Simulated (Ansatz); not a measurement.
Worked example: self-consistent single point of a (001) slab of MgO (cut from a parent of space group no. 225; 8 atoms in the cell) in Ansatz (an electronic-structure program).

Level of theory: PBE (plane waves, PAW; Ansatz).

The change in words: vacuum of 6 angstrom (first run: 14 Å); efield.axis: default → 3; efield.dipole_correction: default → true. Reference geometry:
```
CELL_PARAMETERS angstrom
      2.96799     0.00000     0.00000
     -2.96799     2.96799     0.00000
      0.00000     0.00000    20.29598
ATOMIC_POSITIONS crystal
  Mg 0.00000 0.00000 0.44830
  Mg 0.00000 0.50000 0.34490
  Mg 0.00000 0.00000 0.65510
  Mg 0.00000 0.50000 0.55171
  O  0.00000 0.50000 0.44830
  O  0.00000 0.00000 0.34490
  O  0.00000 0.50000 0.65510
  O  0.00000 0.00000 0.55171
```

Reference input (self-consistent single point, DFT, PBE, plane waves, default PAW files): basis.ecutwfc = 420 eV; kpoints.mp_grid.grid = 10 10 1; hamiltonian.xc = pbe; hamiltonian.pseudopotentials = {kind: paw} (the program's default PAW files); scf.occupations.method = fermi_dirac; scf.occupations.width = 0.02 eV. This run's input differs from it in these lines:

Ansatz 0.2 input:
```diff
@@ -4,12 +4,12 @@
     - [-2.967989, 2.967989, 0.000000]
-    - [0.000000, 0.000000, 20.295982]
+    - [0.000000, 0.000000, 12.295976]
   atoms:
-    - { symbol: Mg, position_ang: [0.000000, 0.000000, 9.098689] }
-    - { symbol: Mg, position_ang: [-1.483995, 1.483995, 7.000003] }
-    - { symbol: Mg, position_ang: [0.000000, 0.000000, 13.295979] }
-    - { symbol: Mg, position_ang: [-1.483995, 1.483995, 11.197395] }
-    - { symbol: O, position_ang: [-1.483995, 1.483995, 9.098689] }
-    - { symbol: O, position_ang: [0.000000, 0.000000, 7.000003] }
-    - { symbol: O, position_ang: [-1.483995, 1.483995, 13.295979] }
-    - { symbol: O, position_ang: [0.000000, 0.000000, 11.197395] }
+    - { symbol: Mg, position_ang: [0.000000, 0.000000, 5.098686] }
+    - { symbol: Mg, position_ang: [-1.483995, 1.483995, 2.999997] }
+    - { symbol: Mg, position_ang: [0.000000, 0.000000, 9.295979] }
+    - { symbol: Mg, position_ang: [-1.483995, 1.483995, 7.197388] }
+    - { symbol: O, position_ang: [-1.483995, 1.483995, 5.098686] }
+    - { symbol: O, position_ang: [0.000000, 0.000000, 2.999997] }
+    - { symbol: O, position_ang: [-1.483995, 1.483995, 9.295979] }
+    - { symbol: O, position_ang: [0.000000, 0.000000, 7.197388] }
 basis:
@@ -21,2 +21,5 @@
   pseudopotentials: { kind: paw }
+efield:
+  axis: 3
+  dipole_correction: true
 scf:
@@ -26,3 +29,2 @@
   eigenvalues: true
-  stress: true
```

The program printed (abridged):

```
SCF iter   1: F=—  HF=-9975.584013 eV  |F-HF|=—  |Δ(HF+E_count)|=         —  Δρ=1.59e-3  dr2=5.14e-3  ethr=1.77e-3  p=0.000 e·Å  D=1.12e-5 V/Å  ΔV_dip=-0.00 eV  dr2_dipole=6.92e-9  V_vac-E_F(+/−)=3.04/3.18 eV  ⟨swp⟩=7.8  Hψ=3919  notcnv=0  defer=1
all-band conjugate gradients solve this SCF's bands
efield: sawtooth ramp at fractional position 0.9500 (placed from the atoms, in the widest stretch of the axis that holds none …
   [... lines left out ...]
WARN: efield: at this solve's end the planar-averaged density reaches 1.99e-2 e/Å³ inside the ramp window [0.8687, 0.1313] (bound 1e-5 e/Å³) …
SCF 1 converged in 7 iterations: F = -9975.583548 eV  dr2 = 9.63e-8
Free energy (F): -9975.583548 eV
Internal energy: -9975.583548 eV  (E = F + TS)
E sigma→0 (E₀):  -9975.583548 eV
Fermi energy:    5.622700 eV
Dipole field:    D = 0.000001 V/Å  (p = 0.000001 e·Å, saw-weighted, corrected)
Work function:   Φ+ = withheld (plateau slope 2.4e0 eV/Å)   Φ− = withheld (plateau slope 1.6e0 eV/Å)
Levels:          The Fermi level and band energies are counted from a zero that moves with the ramp; work functions are not
Vacuum region:   at the solve's end the planar-averaged density reaches 1.99e-2 e/Å³ inside the ramp window [0.8687, 0.1313] (bound 1e-5 e/Å³)
--- Forces (eV/Å), atoms counted from 1 ---
  atom   1  Mg     0.00000000     0.00000000     0.00257213
  atom   2  Mg    -0.00000000     0.00000000     0.24969223
  atom   3  Mg    -0.00000000     0.00000000    -0.24928751
  atom   4  Mg     0.00000000    -0.00000000    -0.00297756
  atom   5  O      0.00000000     0.00000000    -0.00150557
  atom   6  O     -0.00000000     0.00000000    -0.61244932
  atom   7  O      0.00000000     0.00000000     0.61288803
  atom   8  O      0.00000000     0.00000000     0.00106505
```

The run converged in 7 iterations. Against the reference run the free energy stays essentially unchanged (within 1 meV/atom), the largest force stays at 0.613 eV/Å and the gap on the mesh goes from 3.344 to 2.989 eV.

The starting cell has typed, rounded lattice constants, without a prior relaxation at this level. The slab is cut from that crystal, and its faces are unrelaxed. Its lattice was rescaled by up to half a per cent. Spin polarisation is off, though cut faces can carry moments; a gap of a slab can lie between surface states.
